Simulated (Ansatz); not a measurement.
Pressure series in KTaO3

Consider KTaO$_{3}$ in the cubic perovskite structure (space group Pm-3m, No. 221).

```
CELL_PARAMETERS angstrom
      3.99012     0.00000     0.00000
      0.00000     3.99012     0.00000
      0.00000     0.00000     3.99012
ATOMIC_POSITIONS crystal
  K  0.00000 0.00000 0.00000
  Ta 0.50000 0.50000 0.50000
  O  0.00000 0.50000 0.50000
  O  0.50000 0.50000 0.00000
  O  0.50000 0.00000 0.50000
```

Cell and atoms are relaxed at each pressure.

Calculations: r2SCAN (Ansatz, a first-principles code), no spin-orbit coupling.

| pressure (GPa) | volume per atom (Å³/atom) |
|---|---|
| -2 | 12.831 |
| -1 | 12.768 |
| 0 | 12.705 |
| 1.8 | 12.599 |
| 4.2 | 12.464 |
| 9 | 12.214 |
| 18 | ? |
| 30 | 11.356 |
| 45 | 10.894 |

Task: Fit the third-order Birch–Murnaghan form P(V) = (3B₀/2)[(V₀/V)^(7/3) − (V₀/V)^(5/3)]·[1 + (3/4)(B₀′ − 4)((V₀/V)^(2/3) − 1)] (squares taken in P) to the rows shown and predict the withheld row.

Result: Least squares on the printed values gives V₀ = 12.706 Å³/atom, B₀ = 209 GPa, B₀′ = 4.3; this predicts 11.807 Å³/atom, and the run gives 11.807 Å³/atom, in agreement.

Measured bulk modulus of KTaO3: 220 GPa (temperature not stated; as listed in S. Tinte et al., Phys. Rev. B (1998)); the computed value is for a static lattice, so the two differ by thermal effects too.

Load acts through the strain it causes; cell and atoms are relaxed under it. Stability against distortions was not tested. No other phases were tried under pressure.
